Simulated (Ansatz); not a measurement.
For WSi2 (P6₂22, No. 180, 9 atoms in the cell; start mp-8939; a measured phase of this formula has another space group), LDA (plane waves, PAW; Ansatz, a quantum-chemistry and plane-wave program) gives:

| Item | Result |
|---|---|
| lattice parameter a | 4.551 Å |
| lattice parameter c | 6.566 Å |
| enthalpy of formation | -0.374 eV/atom |

What does r²SCAN (PAW; Ansatz) give for the same quantities?


- lattice constant a: 4.580 Å (increases by 0.6 %)
- lattice parameter c: 6.609 Å (grows by 0.7 %)
- formation enthalpy: -0.240 eV/atom (moves by +0.134 eV/atom)

Changes are worked out from the printed values.

Unless a cell is named, each level is at its own relaxed cell (LDA 13.09, r²SCAN 13.34 Å³/atom).

Levels without +SOC leave out spin–orbit coupling, which shifts energies and cells of such heavy elements.

Caveats: the relaxation could not lower the start's symmetry, so the cell can be a saddle point above a distorted one (LDA, r²SCAN). Ansatz's density-functional and Hartree–Fock values are scalar-relativistic unless marked +SOC, with PAW data made under PBE.

A start named mp-… is a Materials Project structure, which need not be a measured phase.
